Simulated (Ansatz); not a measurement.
V2O3, pressure series

Start from V₂O₃ in the corundum structure (space group R-3c, No. 167; ferromagnetic).

```
CELL_PARAMETERS angstrom
      2.38729     1.37830     4.74281
     -2.38729     1.37830     4.74281
      0.00000    -2.75661     4.74281
ATOMIC_POSITIONS crystal
  V  0.16026 0.16026 0.16026
  V  0.83974 0.83974 0.83974
  V  0.33974 0.33974 0.33974
  V  0.66026 0.66026 0.66026
  O  0.57570 0.25000 0.92430
  O  0.42430 0.75000 0.07570
  O  0.75000 0.07570 0.42430
  O  0.25000 0.92430 0.57570
  O  0.07570 0.42430 0.75000
  O  0.92430 0.57570 0.25000
```

Cell and atoms are relaxed at each pressure.

The values are results of Ansatz (a program for electronic structure) PBEsol, no spin-orbit coupling, not measurements.

Notes on the quantities. enthalpy: H = E + PV relative to the base's energy.

```csv
variant,shortest interatomic distance,enthalpy
base,1.947 Å,–
pressure −2 GPa,1.953 Å,-0.12 eV/atom
pressure −1 GPa,1.950 Å,-0.06 eV/atom
pressure 0.3 GPa,1.946 Å,+0.02 eV/atom
pressure 0.7 GPa,1.945 Å,+0.04 eV/atom
pressure 1.5 GPa,1.943 Å,+0.09 eV/atom
pressure 3 GPa,1.939 Å,+0.17 eV/atom
pressure 5 GPa,…,+0.29 eV/atom
pressure 7.5 GPa,1.927 Å,+0.43 eV/atom
pressure 10 GPa,1.921 Å,+0.57 eV/atom
```

Q: Some entries are withheld; estimate them.

A: 
- pressure 5 GPa, shortest interatomic distance: 1.934 Å

Other magnetic orders, which the real material may have, were not ruled out. Load acts through the strain it causes; cell and atoms are relaxed under it. Stability against distortions was not tested. Competing high-pressure phases were not computed. No Hubbard U is applied, and correlation can decide whether such a compound is a metal. The base started in C2/c and relaxed to R-3c at this level.
